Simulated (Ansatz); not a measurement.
**V2O3, pressure series**

Start from V$_{2}$O$_{3}$ in the corundum structure (space group R-3c, No. 167; ferromagnetic).

```
CELL_PARAMETERS angstrom
      2.38729     1.37830     4.74281
     -2.38729     1.37830     4.74281
      0.00000    -2.75661     4.74281
ATOMIC_POSITIONS crystal
  V  0.16026 0.16026 0.16026
  V  0.83974 0.83974 0.83974
  V  0.33974 0.33974 0.33974
  V  0.66026 0.66026 0.66026
  O  0.57570 0.25000 0.92430
  O  0.42430 0.75000 0.07570
  O  0.75000 0.07570 0.42430
  O  0.25000 0.92430 0.57570
  O  0.07570 0.42430 0.75000
  O  0.92430 0.57570 0.25000
```

Cell and atoms are relaxed at each pressure.

Computed with Kohn–Sham DFT with the PBEsol functional, run in Ansatz (a program for electronic structure) with PAW and 420 eV plane waves, no spin-orbit coupling.

```
pressure (GPa)  volume per atom (Å³/atom)
--------------  -------------------------
-2                                  9.440
0                                   9.363
0.3                                 9.353
0.7                                 9.338
1.5                                 9.308
3                                   9.254
5                                   9.185
7.5                                     ?
10                                  9.021
```

Problem. Fit the third-order Birch–Murnaghan form P(V) = (3B₀/2)[(V₀/V)^(7/3) − (V₀/V)^(5/3)]·[1 + (3/4)(B₀′ − 4)((V₀/V)^(2/3) − 1)] (squares taken in P) to the rows shown and predict the withheld row.

Solution. Least squares on the printed values gives V₀ = 9.364 Å³/atom, B₀ = 250 GPa, B₀′ = 3.8; this predicts 9.101 Å³/atom, and the run gives 9.101 Å³/atom, in agreement.

Other magnetic orders, which the real material may have, were not ruled out. Load acts through the strain it causes; cell and atoms are relaxed under it. Stability against distortions was not tested. Competing high-pressure phases were not computed. No Hubbard U is applied, and correlation can decide whether such a compound is a metal. The base started in C2/c and relaxed to R-3c at this level.
